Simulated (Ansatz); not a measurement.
# GaP: response to strain

Base system: GaP in the zinc blende structure (space group F-43m, No. 216).

```
CELL_PARAMETERS angstrom
      0.00000     2.72566     2.72566
      2.72566     0.00000     2.72566
      2.72566     2.72566     0.00000
ATOMIC_POSITIONS crystal
  Ga 0.00000 0.00000 0.00000
  P  0.25000 0.25000 0.25000
```

Cartesian axes are those of the cell as printed.

Strains are applied to the cell and any free atomic positions relax.

Method: r2SCAN/PAW in Ansatz (an electronic-structure program), scalar-relativistic without spin-orbit coupling.

Candidates:
(a) tensor shear ε_xy = +1.14 %
(b) tensor shear ε_xy = +0.29 %
(c) tensor shear ε_xy = +0.57 %
(d) tensor shear ε_xy = +1.71 %
(e) tensor shear ε_xy = +0.86 %

For the base:

- Band gap: 1.85 eV

Question: Order them by band gap, highest first.

Answer: (b) tensor shear ε_xy = +0.29 % (1.83 eV), (c) tensor shear ε_xy = +0.57 % (1.80 eV), (e) tensor shear ε_xy = +0.86 % (1.75 eV), (a) tensor shear ε_xy = +1.14 % (1.69 eV), (d) tensor shear ε_xy = +1.71 % (1.56 eV)

Whether these cells are dynamically stable was not tested.
